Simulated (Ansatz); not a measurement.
## Zr3N4 (model structure, started from the spinel Zr type, Fd-3m, No. 227, 14 atoms in the cell)

Method: PBEsol+SOC (plane waves, PAW; Ansatz, a quantum-chemistry and plane-wave program).

Run with plane-wave cutoff 520 eV, 6×6×6 k mesh, Fermi–Dirac smearing 0.01 eV, PAW data made under PBE.

Cell (relaxed with PBEsol):

Space group Fd-3m, origin choice 1 (No. 227); a = b = c = 9.083 Å, α = β = γ = 90.00°

| atom | site | symmetry | x | y | z |
|---|---|---|---|---|---|
| Zr | 16c | .-3m | 0.1250 | 0.1250 | 0.1250 |
| Zr | 8b | -43m | 0.5000 | 0.5000 | 0.5000 |
| N | 32e | .3m | 0.3671 | 0.3671 | 0.3671 |
(The calculation used a cell of 14 atoms; values per cell refer to that cell.)

```yaml
band_gap: 0.50 eV (on the SCF k mesh)
```

Note: the relaxation could raise the start's symmetry but not lower it, so the cell can be a saddle point.

Static lattice: no zero-point or thermal effects.

Computing time: roughly 80 core-seconds.

A model structure was made by putting elements into a prototype or built by hand; it is no filed structure, need not be a known phase, and can be a saddle point held by its symmetry.
